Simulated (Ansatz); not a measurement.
Given:

```
CELL_PARAMETERS angstrom
      0.00000     2.80195     2.80195
      2.80195     0.00000     2.80195
      2.80195     2.80195     0.00000
ATOMIC_POSITIONS crystal
  Ni 0.00000 0.00000 0.00000
  Si 0.25000 0.25000 0.25000
  Si 0.75000 0.75000 0.75000
```

No spin polarisation.

Computed with PBE (Ansatz, a quantum-chemistry and plane-wave program; PAW; 420 eV plane waves; no SOC), earlier PAW set. Γ-centred 18×18×18 mesh, Fermi–Dirac width 0.1 eV.

Problem. Predict the band gap, pressure and space group.

Solution. 
```json
{
  "band_gap": "zero",
  "pressure": "-10.2 GPa",
  "space_group": "Fm-3m (No. 225)"
}
```

The cells carry an imposed strain or load. No phonon test of stability was made. All final runs are without spin polarisation. The cell was made from NiSi$_{2}$ (space group Fm-3m, No. 225; non-magnetic) by this change: isotropic strain +2.91 %.
